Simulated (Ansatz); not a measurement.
**KZnF3: energy against volume**

KZnF3 (cubic perovskite, Pm-3m, 13.308 Å³/atom and stress up to 0.01 GPa in the relaxed cell, cube axes along x, y and z) under an equal strain ε along all three axes. PBEsol in Ansatz, a plane-wave DFT program (PAW, default set), 420 eV, 8×8×8 Γ-centred mesh, Fermi-Dirac smearing 0.05 eV; ions are relaxed, or left where forces stay under 0.02 eV/Å, within the symmetry of each cell.

Here V stands for volume and E for E less E0.

```
volume (Å³/atom)  E less E0 (meV/atom)  pressure (GPa)
----------------  --------------------  --------------
12.6026                          10.40            4.95
12.8351                           4.54            3.16
13.0703                           1.14            1.51
13.3084                           0.00            0.01
13.5494                           1.05           -1.37
13.7933                           4.11           -2.62
14.0401                           9.04           -3.76
14.5425                              ?               ?
```

Fit E of the 7 rows that show it with the third-order Birch-Murnaghan form, a cubic in V^(-2/3). With u = V^(-2/3) - 0.178, the rows have u = 0.006655, 0.004418, 0.002223, 0.000067, -0.002051, -0.004131, -0.006175. Least squares gives E = 0.015 - 23.5·u + 235427·u² + 395313·u³. Residuals (row less fit): -0.002, -0.001, 0.009, -0.014, 0.000, 0.008, -0.004; standard error 0.011 (degrees of freedom: 3). Its minimum lies at u = 0.000050, so V0 = (0.178050)^(-3/2) = 13.31. There d²E/du² = 471000 and d³E/du³ = 2372000, so B0 = (4/9) × 13.31^(-7/3) × 471000 × 0.160218 = 79.9 GPa (the last factor turns the table's units into GPa), and B0' = 4 + (2/3) × 0.178050 × (2372000)/471000 = 4.6. B0' rests on the cubic coefficient alone and has a standard error of 0.1 from these residuals.

Q: Estimate the missing E (V = 14.5425); what did the run itself give?

A: u = -0.010155, so E = 0.015 - 23.5 × (-0.010155) + 235427 × (-0.010155)² + 395313 × (-0.010155)³ = 24.118 meV/atom. The calculation gives 24.02 meV/atom, 0.098 meV/atom below the prediction (0.4 % of the range of E in the table). The row lies outside the fitted rows, so this is an extrapolation. From the scatter of the fitted rows alone, a prediction at this place has a standard error of 0.069 meV/atom, so the miss is 1.4 times that.

The primitive cell can neither tilt nor turn polar against its symmetry, as such crystals can under strain. Other structures, which can take over under pressure, weren't tried. The same form fitted to the pressure column gives B0' = 4.7; series where the two differ by over 0.4 aren't shown. Rows are the converged runs of the series near zero and its far end, less any whose ions stayed unrelaxed beside relaxed ones; series whose fitted rows scatter by over a few per cent of the range, as at a crossing or softening among them, aren't shown in this form.
